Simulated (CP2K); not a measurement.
Band structure of CaCd₂Au₄ (I4/mmm, 7 atoms in the cell).

```yaml
crystal:
  lattice:
    - [5.73302, 0.00000, 0.00000]
    - [-3.08922, 4.82952, 0.00000]
    - [-1.32190, -2.41476, 5.02883]
  atoms:
    - { symbol: Ca, position: [0.00000, 0.00000, 0.00000] }
    - { symbol: Cd, position: [0.25000, 0.75000, 0.50000] }
    - { symbol: Cd, position: [0.75000, 0.25000, 0.50000] }
    - { symbol: Au, position: [0.30365, 0.30365, 0.60730] }
    - { symbol: Au, position: [0.69635, 0.69635, 0.39270] }
    - { symbol: Au, position: [0.30365, 0.69635, 0.00000] }
    - { symbol: Au, position: [0.69635, 0.30365, 0.00000] }
```

Method of the run: LDA (Pade form), GPW, DZVP-MOLOPT-SR-GTH basis, GTH-PADE potentials (GTH_POTENTIALS) (CP2K).

Settings: CUTOFF = 500 Ry; REL_CUTOFF = 50 Ry; SMEAR/METHOD = GAUSSIAN; SIGMA = 0.1 eV; KPOINTS/SCHEME = MONKHORST-PACK 5 5 5; XC_FUNCTIONAL = PADE; Ca/BASIS_SET = DZVP-MOLOPT-SR-GTH; Ca/POTENTIAL = GTH-PADE-q10; Cd/BASIS_SET = DZVP-MOLOPT-SR-GTH; Cd/POTENTIAL = GTH-PADE-q12; Au/BASIS_SET = DZVP-MOLOPT-SR-GTH; Au/POTENTIAL = GTH-PADE-q11; METHOD = GPW; EPS_DEFAULT = 1e-11.

The starting cell comes from a database of computed structures (which also holds hypothetical and non-ambient phases and stackings), without a prior relaxation at this level. Its lattice was rescaled by a random factor within 2.5 % of one. Spin-orbit coupling is off. Values carry the incompleteness of an atom-centred basis.

Levels in eV from the Fermi level, bands 36 to 41:
```csv
point,36,37,38,39,40,41
Γ,-1.36,-1.36,-1.13,-1.01,0.04,0.28
X,-3.20,-0.78,-0.33,0.23,0.39,0.71
M,-2.90,-2.55,-2.55,-1.89,0.10,2.65
Z,-2.87,-2.55,-2.55,-2.22,1.39,1.41
P,-2.90,-2.90,-2.61,1.05,1.43,2.43
N,-2.82,-2.10,-1.71,-1.41,0.04,1.46
Z1,-2.87,-2.55,-2.55,-2.22,1.39,1.41
```

Bands cross the Fermi level along this path, so the cell is metallic at this level.

Higher empty bands are left out: an atom-centred basis made for the valence describes them poorly.
